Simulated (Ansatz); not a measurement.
# Ansatz run on SnHgF₆ (R-3, 8 atoms in the cell): self-consistent single point

Computed with LDA (PW92), default PAW files made with PBE (plane waves; Ansatz, an electronic-structure program).

Input:

Ansatz 0.2 input:
```yaml
# SnHgF6
crystal:
  lattice:
    - [2.627980, 1.517265, 5.124960]
    - [-2.627980, 1.517265, 5.124960]
    - [0.000000, -3.034529, 5.124960]
  atoms:
    - { symbol: Sn, position_ang: [0.000000, 0.000000, 0.000000] }
    - { symbol: Hg, position_ang: [0.000000, 0.000001, 7.687440] }
    - { symbol: F, position_ang: [-0.834436, -1.651330, 6.290683] }
    - { symbol: F, position_ang: [0.834436, 1.651331, 9.084197] }
    - { symbol: F, position_ang: [1.847312, 0.103023, 6.290683] }
    - { symbol: F, position_ang: [-1.847312, -0.103022, 9.084197] }
    - { symbol: F, position_ang: [-1.012876, 1.548308, 6.290683] }
    - { symbol: F, position_ang: [1.012876, -1.548307, 9.084197] }
basis:
  ecutwfc: 420.0
kpoints:
  mp_grid: { grid: [6, 6, 6] }
hamiltonian:
  xc: lda
  pseudopotentials: { kind: paw }
scf:
  occupations: { method: fixed }
output:
  forces: true
  eigenvalues: true
  stress: true
```

The program printed (abridged):

```
WARN ansatz: RAYON_NUM_THREADS=1 ignored (pool sized by the plan → 1); use --threads N
Pseudopotentials: kind: paw
Pseudopotential: Sn, paw, valence charge 14
Pseudopotential: Hg, paw, valence charge 20
Pseudopotential: F, paw, valence charge 7
Crystal: 8 atoms, lattice volume = 122.610 Å³
Basis set: ecut = 420 eV, 2399 PW (Γ)
Bands: 46, of which v1, the nominal top of the filled ones, is band 38 counted from 1 (37 counted from 0)
Symmetry: 6 space group operations
Space group: R-3 (ITA 148), of the structure as read, at distance tolerance 5.0e-5 Å
k-points: 40 of 216
PAW frozen core: Sn, regenerated for the run's functional, and the local potential with it
PAW frozen core: Hg, regenerated for the run's functional, and the local potential with it
PAW frozen core: F, regenerated for the run's functional, and the local potential with it
Initial density: superposition of atomic densities (neutral atoms: chi_scale 0, normalization atom), corrected by the library's trained network
Initial wavefunctions: pseudopotential atomic-orbital guess
Eigensolver: davidson
Functional: x = slater, c = lda
SCF iter   1: F=—  HF=-24164.012329 eV  |F-HF|=—  |Δ(HF+E_count)|=         —  Δρ=1.97e-2  dr2=3.38e-1  ethr=1.77e-3  ⟨swp⟩=4.7  Hψ=6324  notcnv=0  defer=240
all-band conjugate gradients solve this SCF's bands
preconditioner: auto → Resta (q_TF=auto, 2.519 Å⁻¹)
SCF iter   2: F=—  HF=-24163.917094 eV  |F-HF|=—  |Δ(HF+E_count)|=   9.52e-2  Δρ=5.04e-3  dr2=1.11e-2  ethr=4.45e-4  ⟨swp⟩=2.6  Hψ=3353  notcnv=0  defer=240
SCF iter   3: F=—  HF=-24163.913748 eV  |F-HF|=—  |Δ(HF+E_count)|=   3.35e-3  Δρ=2.02e-3  dr2=2.88e-3  ethr=1.46e-5  ⟨swp⟩=2.0  Hψ=2934  notcnv=0  defer=240
SCF iter   4: F=—  HF=-24163.913092 eV  |F-HF|=—  |Δ(HF+E_count)|=   6.55e-4  Δρ=8.41e-4  dr2=5.99e-4  ethr=3.79e-6  ⟨swp⟩=1.0  Hψ=1734  notcnv=0  defer=240
SCF iter   5: F=—  HF=-24163.912926 eV  |F-HF|=—  |Δ(HF+E_count)|=   1.66e-4  Δρ=1.61e-4  dr2=2.69e-5  ethr=7.88e-7  ⟨swp⟩=2.0  Hψ=2277  notcnv=0  defer=157
SCF iter   6: F=—  HF=-24163.912927 eV  |F-HF|=—  |Δ(HF+E_count)|=   1.31e-6  Δρ=2.09e-5  dr2=6.97e-7  ethr=3.54e-8  ⟨swp⟩=2.6  Hψ=3039  notcnv=0  defer=106
SCF iter   7: F=-24163.912928 eV  HF=-24163.912928 eV  |F-HF|=5.03e-9  |Δ(HF+E_count)|=   2.07e-7  Δρ=4.35e-6  dr2=3.31e-8  ethr=1.32e-10  ⟨swp⟩=12.1  Hψ=9218  notcnv=0
SCF 1 converged in 7 iterations: F = -24163.912928 eV  dr2 = 3.31e-8
SCF converged after 7 iterations
Free energy (F): -24163.912928 eV
Harris-Foulkes:  -24163.912928 eV  (|F-HF|=5.03e-9)
Internal energy: -24163.912928 eV  (E = F + TS)
E sigma→0 (E₀):  -24163.912928 eV
Fermi energy:    2.240888 eV
--- Per-component energies (eV) ---
  E_band       = -945.475816
  E_kinetic    = 2013.701215
  E_local      = -8165.868651  (includes V_loc(G=0)·N_el)
  E_nonlocal   = 515.104198
  E_hartree    = 3433.030051
  E_xc         = -1054.142799
  E_vxc        = -952.271825  (∫ρ·V_xc dr)
  E_paw        = -14787.474240  (= ΣΔE_a)
  E_vpaw       = -1222.221866  (= ΣTr[D̂ρ^β])
  E_aug_tail   = 0.013275  (compensation charges beyond the density's cutoff)
  E_ewald      = -6119.956477
  E_core_change = 1.680501  (= ΣΔE_core)
  E_smearing   = -0.000000  (= −TS)
  E_closure    = 0.000000  (closes the sum)
  Σ components = -24163.912928   (vs F -24163.912928, Δ=0.00e0)
--- Forces (eV/Å), atoms counted from 1 ---
  atom   1  Sn     0.00000000    -0.00000000    -0.00000000
  atom   2  Hg     0.00000000     0.00000000     0.00000000
  atom   3  F      0.28087297    -0.04332206    -0.05447178
  atom   4  F     -0.28087297     0.04332206     0.05447178
  atom   5  F     -0.10291848     0.26490416    -0.05447179
  atom   6  F      0.10291848    -0.26490416     0.05447179
  atom   7  F     -0.17795449    -0.22158210    -0.05447178
  atom   8  F      0.17795449     0.22158210     0.05447178
  max |Σ_I F_I| component: 2.78e-17 eV/Å
--- Stress (GPa, compression-positive) ---
       -5.127071      -0.000001       0.000000
        0.000001      -5.127071      -0.000000
       -0.000000      -0.000000      -5.749891
  P = ⅓ Tr σ = -5.3347 GPa (-53.347 kbar)
  The stress holds the Pulay correction. Without it, at fixed plane waves, as pw.x and ABINIT print it: P = -6.2326 GPa
--- Band table (eV; the first three rows and the last of 40) ---
  k-point 0: bands = ["-108.9481", "-57.3167", "-57.3167", "-57.3105", "-18.8784", "-18.8784", "-18.5920", "-17.9596", "-17.8531", "-17.8531", "-16.4978", "-16.4978", "-16.4829", "-15.3553", "-15.3553", "-4.0828", "-1.9525", "-1.9525", "-1.6022", [...]
  k-point 1: bands = ["-108.9481", "-57.3167", "-57.3167", "-57.3105", "-18.8784", "-18.8766", "-18.5571", "-17.9561", "-17.8868", "-17.8673", "-16.4978", "-16.4975", "-16.4825", "-15.3542", "-15.3528", "-4.0216", "-2.2037", "-2.1046", "-1.7787", [...]
  k-point 2: bands = ["-108.9481", "-57.3167", "-57.3167", "-57.3105", "-18.8788", "-18.8727", "-18.4713", "-17.9781", "-17.9409", "-17.8955", "-16.4978", "-16.4970", "-16.4818", "-15.3521", "-15.3479", "-3.8700", "-2.4408", "-2.3169", "-2.1088", [...]
  k-point 39: bands = ["-108.9481", "-57.3167", "-57.3167", "-57.3105", "-18.8598", "-18.8598", "-18.4902", "-18.0758", "-17.8877", "-17.8877", "-16.4977", "-16.4977", "-16.4828", "-15.3341", "-15.3341", "-3.6784", "-2.5909", "-2.5909", "-2.0053", [...]
```

The run converged in 7 iterations.

The starting cell comes from a database of computed structures (which also holds hypothetical and non-ambient phases and stackings), without a prior relaxation at this level. Its lattice was rescaled by up to half a per cent. Spin-orbit coupling is off. With a pressure of about -5 GPa the cell is away from its equilibrium volume at this level. Ansatz's pressure includes its estimate of the finite-basis (Pulay) stress. Without the estimate this run gives -6.23 GPa.
